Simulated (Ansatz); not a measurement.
MgS (model structure, within 0.1 Å of P4/mmm, No. 123, 4 atoms in the cell) was calculated with PBEsol (PAW; Ansatz, a program for electronic structure).

Numerical settings: plane-wave cutoff 520 eV, 14×14×12 k mesh (along the axes of the cell as run), Fermi–Dirac smearing 0.05 eV, scalar-relativistic PAW data made under PBE.

Cell (relaxed at this level):

MgS is modelled in the tetragonal space group P4/mmm (No. 123), Pearson symbol tP2. Cell: a = 3.4822 Å, b = 3.4822 Å, c = 6.6729 Å, α = 90.00°, β = 90.00°, γ = 90.00°. Mg on 1c is coordinated by 4 S at 2.462 Å (square planar). S on 1a is surrounded by 4 Mg at 2.462 Å (square planar). (Neighbours: up to the widest gap in distance over summed covalent radii, below 1.35, at either atom; cation-cation and far metal-metal contacts left out.)
(The calculation used a cell of 4 atoms; values per cell refer to that cell.)

Q: Give the computed band gap.

A: 
* **band gap**: 2.60 eV (on the SCF k mesh)

Note: the cell has widely spaced layers and the level no dispersion term, so their spacing and the moduli can rest on weak binding.

Computed values are for the static lattice.

It cost around 18 core-minutes (rough) of CPU time.

A model structure was made by putting elements into a prototype or built by hand; it is no filed structure, need not be a known phase, and can be a saddle point held by its symmetry.
